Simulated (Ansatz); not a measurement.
For LaGeO (model structure, started from the ZrSiS type, P4/nmm, No. 129, 6 atoms in the cell), LDA (Ansatz, a program for electronic structure, plane waves, PAW) gives:

- lattice constant a: 3.531 Å
- c axis length: 8.486 Å
- bulk modulus: 108 GPa

What does r²SCAN in Ansatz (plane waves, PAW) give for the same quantities?


- lattice constant a: 3.595 Å (increases by 1.8 %)
- lattice parameter c: 8.633 Å (goes up by 1.7 %)
- bulk modulus: 99.7 GPa (falls by 7.7 %)

Changes are worked out from the printed values.

Unless a cell is named, each level is at its own relaxed cell (LDA 17.64, r²SCAN 18.60 Å³/atom).

Caveats: the bulk modulus is −V dP/dV from two relaxed cells at ±2 % in volume (LDA, r²SCAN). Ansatz's density-functional and Hartree–Fock values are scalar-relativistic unless marked +SOC, with PAW data made under PBE.

A model structure was made by putting elements into a prototype or built by hand; it is no filed structure, need not be a known phase, and can be a saddle point held by its symmetry.
